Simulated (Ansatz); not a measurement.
The starting structures come from a database of crystals and need not be the phases stable at ambient conditions.

 Where the default PAW files enter, the runs use the earlier of Ansatz's two default sets.

```xyz
12
Lattice="6.2059 0.0000 0.0000 -2.7316 5.5725 0.0000 1.7372 2.7862 5.1629" Properties=species:S:1:pos:R:3 pbc="T T T"
V      4.8402     2.7862     2.5815
V      1.7372     2.7862     0.0000
Bi     0.0000     0.0000     0.0000
Bi     0.3714     5.5725     2.5815
O      2.0700     5.1269     4.2257
O      5.0582     1.3291     1.6442
O      1.9553     1.3291     0.9372
O      3.4358     2.3407     3.5187
O      4.6221     4.2433     1.6442
O      1.5191     4.2433     0.9372
O      6.2445     3.2318     3.5187
O      4.8787     6.0180     4.2257
```

Space group of this cell: Fddd. The cell is strained (lengths across the current scaled by 1.02, ions clamped); by r2SCAN its mean pressure is -7.1 GPa.

Transport runs along the normal of the first two printed cell vectors.

The gap is the functional's own, uncorrected, and κ follows it; spin-orbit coupling is left out. Mid-gap values are interpolated between the computed energies.

Task: Give the band gap and the smallest decay constant κ at mid-gap that r2SCAN in Ansatz (a first-principles code) yields.

Result: Gap 2.81 eV on a 6×6×6 mesh; κ = 0.472 1/Å, at (0.333, 0.333) of the in-plane reciprocal vectors. At the zone centre, at the nearest computed energy, the slowest state has κ = 0.55 1/Å.
